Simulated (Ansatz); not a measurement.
For Si (Ia-3, No. 206; start COD 9011056; another form than the element's usual one), LDA in Ansatz (plane waves, PAW) gives:

```
Item                      Result
------------------  ------------
lattice constant a       6.568 Å
cohesive energy     5.17 eV/atom
```

Question: What does r²SCAN+rVV10 (plane waves, PAW; Ansatz, an electronic-structure program) give for the same quantities?

Answer: 
- lattice constant a: 6.635 Å (grows by 1.0 %)
- cohesive energy: 4.64 eV/atom (shrinks by 0.53 eV/atom)

Changes are worked out from the printed values.

Unless a cell is named, each level is at its own relaxed cell (LDA 17.71, r²SCAN+rVV10 18.25 Å³/atom).

Caveats: the relaxation could not lower the start's symmetry, so the cell can be a saddle point above a distorted one (LDA, r²SCAN+rVV10). Ansatz's density-functional and Hartree–Fock values are scalar-relativistic unless marked +SOC, with PAW data made under PBE.
